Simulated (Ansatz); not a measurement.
Given:

End structure of the (100) surface of fcc Pd, one row in 4 of the top plane missing (bottom of the slab: a bare face, its two planes held):

```
CELL_PARAMETERS angstrom
      2.78861     0.00000     0.00000
      0.00000    11.15444     0.00000
      0.00000     0.00000    26.00000
ATOMIC_POSITIONS crystal
  Pd 0.50000 0.12500 0.31040
  Pd 0.50000 0.37500 0.31040
  Pd 0.50000 0.62500 0.31040
  Pd 0.50000 0.87500 0.31040
  Pd 0.00000 0.25000 0.38624
  Pd 0.00000 0.50000 0.38624
  Pd 0.00000 0.75000 0.38624
  Pd 0.00000 0.00000 0.38624
  Pd 0.50000 0.37604 0.46174
  Pd 0.50000 0.62623 0.46204
  Pd 0.50000 0.87377 0.46204
  Pd 0.50000 0.12396 0.46174
  Pd 0.00000 0.50323 0.53764
  Pd 0.00000 0.75000 0.54006
  Pd 0.00000 0.99677 0.53764
  Pd 0.00000 0.25000 0.53643
  Pd 0.50000 0.62883 0.61671
  Pd 0.50000 0.87117 0.61671
  Pd 0.50000 0.12440 0.61064
  Pd 0.50000 0.37560 0.61064
  Pd 0.00000 0.00829 0.68606
  Pd 0.00000 0.25000 0.68581
  Pd 0.00000 0.49171 0.68606
```

Slab: 23 atoms, 9.9 Å thick at the start (thin: gaps and levels are the slab's own); k 13x4x1, smearing 0.1 eV, dipole-corrected; 8 atoms held, the rest relaxed; symmetry of the start imposed; no spin, no spin-orbit, no U. It is one candidate, not shown to be the stable structure of the face.

### Question
What is the computed work function of the top face (PBE in Ansatz, a program for electronic structure)?

### Answer
4.94 eV
